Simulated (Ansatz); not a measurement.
We consider ScF3 (within 0.1 Å of Pm-3m, No. 221; start mp-10694; cell taken from a computed entry), described by r²SCAN-D4 (PAW; Ansatz, a quantum-chemistry and plane-wave program).

Numerical settings: plane-wave cutoff 500 eV, 10×10×10 k mesh, gaussian smearing 0.02 eV, scalar-relativistic PAW data made under PBE.

Cell (relaxed at this level):

```cif
data_F3Sc
_chemical_formula_sum 'Sc1 F3'
_space_group_name_H-M_alt 'Pm-3m'
_space_group_IT_number 221
_space_group_name_Hall '-P 4 2 3'
_cell_length_a 4.02483
_cell_length_b 4.02483
_cell_length_c 4.02483
_cell_angle_alpha 90.000
_cell_angle_beta 90.000
_cell_angle_gamma 90.000
loop_
_atom_site_label
_atom_site_type_symbol
_atom_site_symmetry_multiplicity
_atom_site_Wyckoff_symbol
_atom_site_fract_x
_atom_site_fract_y
_atom_site_fract_z
_atom_site_occupancy
Sc1 Sc 1 a 0.00000 0.00000 0.00000 1
F1 F 3 d 0.00000 0.00000 0.50000 1
```

### Question
What does this level give for the band gap?

### Answer

- band gap: 7.01 eV (on the SCF k mesh)

Computed values are for the static lattice.

It cost about 120 core-seconds (a rough figure) of CPU time.

A start named mp-… is a Materials Project structure, which need not be a measured phase.
